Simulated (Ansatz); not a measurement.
Take Ba3As2 (space group P-3m1, No. 164; a = 5.583 Å, c = 7.076 Å; a hypothetical phase, not in the database extracts checked) as the base. Axes: x lies along a and z along c of the hexagonal cell.

Structures relaxed with r2SCAN (Ansatz, a first-principles code), no spin-orbit coupling.

Base:

Simulated powder pattern, Cu Kα1, λ = 1.54056 Å (kinematic, ideal powder, no thermal factors, no anomalous dispersion; the 10 strongest lines at most, above 2 %, up to 2θ = 90°):

| 2θ (°) | I/Imax (%) | hkl |
|---|---|---|
| 22.25 | 53 | (101) |
| 31.30 | 93 | (012) |
| 32.04 | 100 | (110) |
| 41.16 | 15 | (112) |
| 45.40 | 33 | (202) |
| 51.62 | 13 | (004) |
| 55.25 | 15 | (104) |
| 56.64 | 34 | (122) |
| 57.10 | 19 | (300) |
| 75.80 | 14 | (312) |

After one change:

Simulated powder pattern, Cu Kα1, λ = 1.54056 Å (kinematic, ideal powder, no thermal factors, no anomalous dispersion; the 10 strongest lines at most, above 2 %, up to 2θ = 90°):

```
2θ (°)  I/Imax (%)
------  ----------
21.95           53
22.25           26
31.08           92
31.17           53
31.30           46
31.82          100
44.76           34
55.41           18
55.87           20
56.51           17
```

### Question
Which change produced these results?
(A) uniaxial stress, 5 GPa compression along z
(B) isotropic strain −5.24 %
(C) uniaxial strain ε_zz = +4.57 %
(D) uniaxial strain ε_xx = +2.72 %

### Answer
D, uniaxial strain ε_xx = +2.72 %. Its volume per atom is 39.24 Å³ against 38.20 Å³, and its space group is C2/m (No. 12).

Stability under load was not tested beyond the relaxation. All final runs are without spin polarisation.
